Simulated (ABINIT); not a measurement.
Band structure of Mg₃Zn (P-6m2, 4 atoms in the cell).

```yaml
crystal:
  lattice:
    - [3.10135, 0.00000, 0.00000]
    - [-1.55068, 2.68585, 0.00000]
    - [0.00000, 0.00000, 9.69360]
  atoms:
    - { symbol: Mg, position: [0.00000, 0.00000, 0.00000] }
    - { symbol: Mg, position: [0.66667, 0.33333, 0.73091] }
    - { symbol: Mg, position: [0.66667, 0.33333, 0.26909] }
    - { symbol: Zn, position: [0.00000, 0.00000, 0.50000] }
```

Level of theory: LDA (PW92), PAW (JTH v2.0 LDA PAW) (plane waves; ABINIT 10.0.3).

Settings: pseudos = [Mg.LDA_PW-JTH.xml, Zn.LDA_PW-JTH.xml]; ecut = 60 Ry; pawecutdg = 120 Ry; pawxcdev = 0; occopt = 7; tsmear = 0.1 eV; ngkpt = 8 8 3; nshiftk = 1; shiftk = 0 0 0; potentials = JTH v2.0 LDA PAW; kptopt = 1; nstep = 80; toldfe1 = 1e-09 Ha.

The starting cell comes from a database of computed structures (which also holds hypothetical and non-ambient phases and stackings), without a prior relaxation at this level.

Levels in eV from the Fermi level, bands 18 to 25:
| point | 18 | 19 | 20 | 21 | 22 | 23 | 24 | 25 |
|---|---|---|---|---|---|---|---|---|
| Γ | -7.23 | -6.11 | -5.87 | -1.65 | -0.97 | 5.89 | 6.57 | 10.65 |
| M | -2.95 | -2.58 | -1.28 | -1.26 | -0.86 | -0.09 | 2.81 | 3.64 |
| K | -1.75 | -0.76 | -0.65 | -0.02 | 0.26 | 0.71 | 0.93 | 0.94 |
| A | -7.23 | -6.85 | -4.08 | -4.02 | 1.85 | 2.45 | 10.13 | 10.69 |
| L | -2.87 | -2.44 | -1.88 | -1.73 | 0.72 | 0.77 | 1.07 | 1.68 |
| H | -1.71 | -0.53 | -0.44 | -0.39 | -0.17 | -0.14 | 2.08 | 2.57 |

Bands cross the Fermi level along this path, so the cell is metallic at this level.
